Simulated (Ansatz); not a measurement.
## Zr under a change: Zr vacancy, symmetric start

Start from an 8-atom supercell of Zr in the hcp (Mg type) structure (space group P6_3/mmc, No. 194; a = 3.185 Å, c = 5.117 Å) at its relaxed geometry.

The change: a neutral Zr vacancy, symmetric start, atoms relaxed at fixed cell.

Method: PBEsol (Ansatz, an electronic-structure program, PAW, without spin-orbit coupling), earlier PAW set. Γ-centred 9×9×9 mesh, Fermi–Dirac width 0.05 eV.

The pressure goes from zero to -4.3 GPa and the energy gained by relaxation is 0.04 eV. The largest displacement of a host atom from its site in the perfect cell is 0.06 Å and the mean distance from the defect site to its nearest host atoms grows by 0.01 Å (3.15 Å → 3.16 Å).

In so small a cell the defect repeats every few ångströms: this is an ordered compound, not a dilute defect. The defect started on the symmetric site and kept its symmetry, so it may sit on a saddle. All final runs are without spin polarisation. The defect cell is not spin-polarised.
